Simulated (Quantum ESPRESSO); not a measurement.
**What a tighter setting buys: ecutwfc, InP (F-43m, 2 atoms in the cell)**

```yaml
crystal:
  lattice:
    - [0.00000, 3.00098, 3.00098]
    - [3.00098, 0.00000, 3.00098]
    - [3.00098, 3.00098, 0.00000]
  atoms:
    - { symbol: In, position: [0.00000, 0.00000, 0.00000] }
    - { symbol: P, position: [0.25000, 0.25000, 0.25000] }
```

Method: PBE, PseudoDojo standard norm-conserving (PBE) pseudopotentials (plane waves; Quantum ESPRESSO).

Base settings: ecutwfc = 70 Ry; occupations = smearing; smearing = gaussian; degauss = 0.0036749 Ry; potentials = {In: In.upf, P: P.upf}; K_POINTS = automatic 5 5 5 1 1 1; conv_thr = 1e-09 Ry.

Misses are taken against the tightest run, 140 Ry, which need not be fully converged itself. The energy is the free energy per atom.

The count of work is k-points × plane waves × bands × iterations; it is no time, and leaves out set-up, grids and terms that scale otherwise. 

The starting cell comes from a database of computed structures (which also holds hypothetical and non-ambient phases and stackings), without a prior relaxation at this level. Its lattice was rescaled by a random factor within 2.5 % of one. The shifted mesh does not hold Γ, so a gap read on it misses any band edge there.

| ecutwfc | energy less reference (meV/atom) | pressure less reference (GPa) | gap on the mesh less reference (eV) | count of work / reference |
|---|---|---|---|---|
| 28 Ry | 22035.91 | -353.50 | -0.167 | 0.10 |
| 35 Ry | 7264.81 | -175.02 | -0.053 | 0.13 |
| 42 Ry | 1910.38 | -66.62 | -0.013 | 0.17 |
| 49 Ry | 375.50 | -18.73 | -0.002 | 0.21 |
| 56 Ry | 48.88 | -3.56 | 0.000 | 0.26 |
| 63 Ry | 3.49 | -0.35 | 0.000 | 0.30 |
| 70 Ry | 0.64 | 0.00 | 0.000 | 0.35 |
| 80 Ry | 0.45 | 0.00 | 0.000 | 0.43 |
| 91 Ry | 0.34 | -0.01 | 0.000 | 0.59 |
| 105 Ry | 0.17 | 0.00 | 0.000 | 0.65 |
| 122 Ry | 0.09 | 0.00 | 0.000 | 0.81 |
| 140 Ry | 0.00 | 0.00 | 0.000 | 1.0 |

Coarsest setting among those run that, with all tighter ones, holds the energy within 10 meV/atom of the reference: 63 Ry, off by 3.5 meV/atom; it needs 0.30 of the reference's count of work.

The step from 56 Ry to 91 Ry: it takes the miss in the energy from 49 to 0.34 meV/atom, for 2.3 times the count of work.
